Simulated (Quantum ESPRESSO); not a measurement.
Habitual settings against a tight run: ZnBr2 (R-3m, 3 atoms in the cell)

Self-consistent single point.

```xyz
3
Lattice="1.9376 1.1187 7.4807 -1.9376 1.1187 7.4807 0.0000 -2.2374 7.4807" Properties=species:S:1:pos:R:3 pbc="T T T"
Zn     0.0000     0.0000     0.0000
Br     0.0000     0.0000     5.9768
Br     0.0000     0.0000    16.4653
```

Method: PBEsol, PseudoDojo standard norm-conserving (PBESOL) pseudopotentials (plane waves; Quantum ESPRESSO 7.5).

Base settings: ecutwfc = 85 Ry; occupations = smearing; smearing = gaussian; degauss = 0.0036749 Ry; potentials = {Zn: Zn.upf, Br: Br.upf}; K_POINTS = automatic 5 5 5 0 0 0; conv_thr = 1e-09 Ry; mixing_beta = 0.3.

Tight run (finer mesh or higher cutoff; not a proven limit): ecutwfc: 85 Ry → 119 Ry; conv_thr: 1e-09 Ry → 7.3e-11 Ry; K_POINTS: automatic 5 5 5 0 0 0 → automatic 7 7 7 0 0 0. It gave top of the valence band (on the code's own zero) 1.65 eV; gap on the k-point mesh 3.01 eV; pressure -3.57 GPa; largest force (vector length) 0.561 eV/Å.

Quick runs, as changes from the base:
- A: the base itself
- B: ecutwfc: 85 Ry → 42 Ry; degauss: 0.0036749 Ry → 0.036749 Ry; K_POINTS: automatic 5 5 5 0 0 0 → automatic 4 4 4 1 1 1
- C: ecutwfc: 85 Ry → 51 Ry; conv_thr: 1e-09 Ry → 7.3e-05 Ry; K_POINTS: automatic 5 5 5 0 0 0 → automatic 1 1 1 0 0 0
- D: ecutwfc: 85 Ry → 42 Ry; smearing: gaussian → fermi-dirac; degauss: 0.0036749 Ry → 0.019992 Ry; K_POINTS: automatic 5 5 5 0 0 0 → automatic 2 2 2 0 0 0; potentials: PseudoDojo standard norm-conserving (LDA) [LDA (PW92)]
- E: ecutwfc: 85 Ry → 59 Ry; degauss: 0.0036749 Ry → 0.019992 Ry; K_POINTS: automatic 5 5 5 0 0 0 → automatic 4 4 4 1 1 1; potentials: PseudoDojo standard norm-conserving (LDA) [LDA (PW92)]
- F: ecutwfc: 85 Ry → 68 Ry; K_POINTS: automatic 5 5 5 0 0 0 → automatic 6 6 6 0 0 0

Energies are extrapolated to zero smearing width, which holds to low order in the width alone (under cold and Methfessel-Paxton smearing the free energy itself is taken).

Dashes: pressure of C, not trusted under this conv_thr with d or f elements; gap of C, left out as unsure on this mesh or at this smearing; time of C, D, under 30 s; energy of D, E, another energy zero.

Gaps are read on each run's own mesh, which may miss the band edges.

† marks runs with another functional, U, potentials or spin treatment: their distance from the tight run is not a convergence error alone.

The count of work is k-points × plane waves × bands × iterations; it is no time. Core times come from one kind of shared machine and are given to one figure; runs under 30 s give none.

The starting cell comes from a database of computed structures (which also holds hypothetical and non-ambient phases and stackings), without a prior relaxation at this level. Its lattice was rescaled by a random factor within 2.5 % of one. In the base run, with a pressure of about -4 GPa the cell is away from its equilibrium volume at this level.

```tsv
run	energy less tight (meV/atom)	pressure less tight (GPa)	largest miss in a force vector (eV/Å)	gap on the mesh less tight (eV)	count of work / tight	core time / tight (rough)
A	1.4	0.02	0.001	0.015	0.22	0.2
B	10801.6	-231.61	0.048	-0.191	0.041	0.02
C	4915.2	–	1.259	–	0.0030	–
D†	–	-236.85	0.309	-0.478	0.018	–
E†	–	-20.01	0.192	-0.089	0.067	0.07
F	32.5	-2.32	0.000	0.003	0.27	0.3
```

Among the runs at the tight run's level, the energy misses run from 1.4 to 10801.6 meV/atom.
